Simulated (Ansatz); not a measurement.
Inside the gap of an insulator the Bloch states are evanescent, with a wavenumber k + iκ along the transport direction.

Consider the following.

```
GaP
1.0
    3.85488     0.00000     0.00000
    0.00000     3.85488     0.00000
    1.92744     1.92744     2.72581
Ga P
1 1
Direct
  0.00000   0.00000   0.00000
  0.75000   0.25000   0.50000
```

The cell is taken as given; by PBEsol it stands under a pressure of -0.6 GPa.

Transport runs along the normal of the first two printed cell vectors, the (001) plane of the conventional cell.

The gap is the functional's own. No spin-orbit coupling. Mid-gap values are those at the computed energy nearest the middle.

Task: Give the band gap and the smallest decay constant κ at mid-gap that Ansatz (a quantum-chemistry and plane-wave program) with PBEsol yields.

Result: Gap 1.47 eV on a 12×12×12 mesh; κ = 0.109 1/Å, at the zone centre.
